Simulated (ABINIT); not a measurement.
Input and output of a self-consistent single point for As (R-3m, 2 atoms in the cell) (ABINIT).

Method of the run: PBE, norm-conserving pseudopotentials (PseudoDojo nc-sr-05 PBE standard) (plane waves; ABINIT 10.0.3).

The change in words: lattice scaled by 0.98. Reference geometry:
```
CELL_PARAMETERS angstrom
      1.87741     1.08392     3.70434
     -1.87741     1.08392     3.70434
      0.00000    -2.16785     3.70434
ATOMIC_POSITIONS crystal
  As 0.22443 0.22443 0.22443
  As 0.77557 0.77557 0.77557
```

Reference input (self-consistent single point, DFT, PBE, plane waves, norm-conserving pseudopotentials (PseudoDojo nc-sr-05 PBE standard)): pseudos = [As.upf]; ecut = 42 Ha; occopt = 3; tsmear = 0.1 eV; ngkpt = 11 11 11; nshiftk = 1; shiftk = 0 0 0; potentials = PseudoDojo nc-sr-05 PBE standard; nband = 21; kptopt = 1; nstep = 100; tolvrs = 1e-11. This run's input differs from it in these lines:

```diff
@@ -5,5 +5,5 @@
 rprim
-         1.8774098537    1.0839230844    3.7043370000
-        -1.8774098537    1.0839230844    3.7043370000
-         0.0000000000   -2.1678461689    3.7043370000
+         1.8398618664    1.0622449796    3.6302499310
+        -1.8398618664    1.0622449796    3.6302499310
+        -0.0000000000   -2.1244892519    3.6302501380
 natom 2
```

The program printed (abridged):

```
--- !BeginCycle
solver: {iscf: 7, nstep: 100, nline: 4, wfoptalg: 0, }
tolerances: {tolvrs: 1.00E-11, }
...

     iter   Etot(hartree)      deltaE(h)  residm     vres2
 ETOT  1  -210.76665021788    -2.108E+02 1.520E+00 1.273E+01
 ETOT  2  -212.12892429913    -1.362E+00 1.499E-01 1.768E+01
 ETOT  3  -212.13038218649    -1.458E-03 1.591E-02 3.609E+00
 ETOT  4  -212.13070879624    -3.266E-04 7.173E-03 3.085E-02
 ETOT  5  -212.13071218587    -3.390E-06 2.750E-03 6.399E-03
   [... 2 lines left out ...]
 ETOT  8  -212.13071283034    -4.169E-10 2.323E-03 3.957E-07
 ETOT  9  -212.13071283037    -3.388E-11 1.289E-03 8.797E-09
 ETOT 10  -212.13071283037    -3.070E-12 1.516E-03 1.258E-11
 ETOT 11  -212.13071283038    -4.604E-12 1.025E-03 4.818E-13
 At SCF step   11       vres2   =  4.82E-13 < tolvrs=  1.00E-11 =>converged.

 Cartesian components of stress tensor (hartree/bohr^3)
  sigma(1 1)= -2.62064011E-04  sigma(3 2)=  6.03894365E-12
  sigma(2 2)= -2.62064011E-04  sigma(3 1)=  0.00000000E+00
  sigma(3 3)= -1.72852973E-04  sigma(2 1)=  0.00000000E+00

 ----iterations are completed or convergence reached----

 reduced coordinates (array xred) for    2 atoms
       0.224430000000      0.224430000000      0.224430000000
       0.775570000000      0.775570000000      0.775570000000
 cartesian forces (eV/Angstrom) at end:
    1     -0.00000000000000     0.00000004875234     0.75053506736266
    2      0.00000000000000    -0.00000004875234    -0.75053506736266
 frms,max,avg= 4.3332162E-01 7.5053507E-01   0.000E+00  0.000E+00  0.000E+00 e/A
   [... lines left out ...]
 Fermi (or HOMO) energy (hartree) =   0.21921   Average Vxc (hartree)=  -0.39568
 Fermi (or HOMO) energy (eV) =   5.96507   Average Vxc (eV)= -10.76701
   [... lines left out ...]
total_energy        : -2.12130712830377E+02
total_energy_eV     : -5.77237025532282E+03
band_energy         : -2.27477674218433E+01
...

-Cartesian components of stress tensor (GPa)         [Pressure=  6.8353E+00 GPa]
- sigma(1 1)= -7.71018809E+00  sigma(3 2)=  1.77671826E-07
- sigma(2 2)= -7.71018809E+00  sigma(3 1)=  0.00000000E+00
- sigma(3 3)= -5.08550918E+00  sigma(2 1)=  0.00000000E+00

 Calculation completed.
```

The run converged in 11 iterations. Against the reference run the free energy rises by 35.2 meV/atom, the pressure goes from 1.86 to 6.84 GPa and the largest force goes from 0.257 to 0.751 eV/Å.

The starting cell comes from a database of computed structures (which also holds hypothetical and non-ambient phases and stackings), without a prior relaxation at this level. For this run, on top of that: lattice scaled by 0.98. With a pressure of about 7 GPa the cell is away from its equilibrium volume at this level.

Cost on one core of a shared machine: roughly 10 min.
